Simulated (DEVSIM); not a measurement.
Device: Ti/AlN/p-Si capacitor, at 400 K.

| layer (left to right) | material | thickness (nm) | Na (cm⁻³) |
|---|---|---|---|
| 1 | AlN | 22.0 | - |
| 2 | Si | 5000 | 1.3e16 |

Metal gate on the left, work function 4.33 eV. Fixed charge at the semiconductor interface 2.9e10 cm⁻² (in units of +e); interface traps 1e12 cm⁻² eV⁻¹, uniform in energy, neutral level at 0.7 of the gap above the valence band.

The device is made up for the run: typed textbook-type constants, with dimensions and the other settings drawn at random. Values at 300 K; Nc and Nv go as T^1.5, mobilities as T to minus their exponent, the gap by Varshni's rule with the affinity fixed.

| parameter | AlN | Si |
|---|---|---|
| gap (eV) | 6.1 | 1.124 |
| affinity (eV) | 1.9 | 4.05 |
| permittivity | 8.5 | 11.7 |
| Nc (cm⁻³) | - | 2.86e19 |
| Nv (cm⁻³) | - | 3.1e19 |
| Varshni α (eV/K) | - | 0.000473 |
| Varshni β (K) | - | 636 |

DEVSIM, 1D Poisson equation in equilibrium, Boltzmann statistics, complete ionisation; no quantum confinement or tunnelling. Metal contacts follow the ideal Schottky-Mott rule: no Fermi-level pinning, no interface dipoles.

Q: Tabulate band edges, carrier densities and field at 1.9 V on the gate.

A: Energies count from the Fermi level of the right contact; mesh points crowd at the junctions.

| x (μm) | Ec (eV) | Ev (eV) | n (cm⁻³) | p (cm⁻³) | field (V/cm) |
|---|---|---|---|---|---|
| 0.000 | 0.530 | -5.570 | < 1e2 | < 1e2 | 750000 |
| 0.001558 | 0.646 | -5.454 | < 1e2 | < 1e2 | 750000 |
| 0.005171 | 0.916 | -5.184 | < 1e2 | < 1e2 | 750000 |
| 0.01240 | 1.456 | -4.644 | < 1e2 | < 1e2 | 750000 |
| 0.01952 | 1.988 | -4.112 | < 1e2 | < 1e2 | 750000 |
| 0.02158 | 2.141 | -3.959 | < 1e2 | < 1e2 | 750000 |
| 0.02284 | 0.055 | -1.041 | 8.9e18 | 3600000 | 310000 |
| 0.02737 | 0.134 | -0.962 | 8.9e17 | 3.6e7 | 110000 |
| 0.03715 | 0.208 | -0.888 | 1.0e17 | 3.1e8 | 58000 |
| 0.06021 | 0.320 | -0.776 | 4.1e15 | 7.9e9 | 43000 |
| 0.1158 | 0.528 | -0.568 | 9.7e12 | 3.3e12 | 32000 |
| 0.3319 | 0.808 | -0.288 | 2.9e9 | 1.1e16 | 1300 |
| 0.7716 | 0.814 | -0.283 | 2.5e9 | 1.3e16 | ≈ 0 |
| 1.895 | 0.814 | -0.283 | 2.5e9 | 1.3e16 | ≈ 0 |
| 3.987 | 0.814 | -0.283 | 2.5e9 | 1.3e16 | ≈ 0 |
| 4.594 | 0.814 | -0.283 | 2.5e9 | 1.3e16 | ≈ 0 |
| 4.845 | 0.814 | -0.283 | 2.5e9 | 1.3e16 | ≈ 0 |
| 4.949 | 0.814 | -0.283 | 2.5e9 | 1.3e16 | ≈ 0 |
| 5.001 | 0.814 | -0.283 | 2.5e9 | 1.3e16 | ≈ 0 |
| 5.014 | 0.814 | -0.283 | 2.5e9 | 1.3e16 | ≈ 0 |
| 5.019 | 0.814 | -0.283 | 2.5e9 | 1.3e16 | ≈ 0 |
| 5.022 | 0.814 | -0.283 | 2.5e9 | 1.3e16 | ≈ 0 |
